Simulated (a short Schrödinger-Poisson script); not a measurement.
System: gated In0.52Al0.48As/In0.53Ga0.47As modulation-doped gas in a quantum well, at 20 K.

```
layer        material  thickness (nm)  Nd (cm⁻³)  Na (cm⁻³)
-----  --------------  --------------  ---------  ---------
1      In0.52Al0.48As              15          -          -
2      In0.52Al0.48As              40     6.1e17          -
3      In0.52Al0.48As              10          -          -
4      In0.53Ga0.47As              15          -          -
5      In0.52Al0.48As            4000          -       2e14
```

The device is made up for the run: typed textbook-type constants, with dimensions and the other settings drawn at random. In0.52Al0.48As: permittivity 12.5, conduction-band edge (eV) 0.52, gap (eV) 1.45, electron mass (mₑ) 0.075, Nv at 300 K (cm⁻³) 1.1e19. In0.53Ga0.47As: permittivity 13.9, conduction-band edge (eV) 0, gap (eV) 0.74, Nv at 300 K (cm⁻³) 7.7e18.

Channel valleys (confinement mass, in-plane density-of-states mass, number): Γ 0.041, 0.041, 1. At the gate the conduction-band edge of layer 1 lies 0.65 eV − eVg above the Fermi level of the channel; the field vanishes at the back. Donor level 0.006 eV below the band edge. The barrier under the gate holds no holes. Gaps are held at their typed values at every temperature. Mesh 0.08 nm at interfaces.

Solved with a short Schrödinger-Poisson script written for these runs: 1D Poisson equation in equilibrium, electrons quantum, Hartree (BenDaniel-Duke, 40 states a valley, the channel's in-plane mass for all, wave functions free to enter the barrier), parabolic valleys, classical holes, donors ionised by Fermi statistics, acceptors fully, no traps, pinning or gate leakage.

List the lowest subbands of each valley and their electrons at Vg = 0.4 V.


| valley | subband | energy from the Fermi level (meV) | electrons (cm⁻²) | share (%) |
|---|---|---|---|---|
| Γ | 0 | -67.7 | 1.16e12 | 100.0 |
| Γ | 1 | 11.5 | 3.67e7 | 0.0 |
| Γ | 2 | 14.4 | 6990000 | 0.0 |

All electrons: 1.16e12 cm⁻².
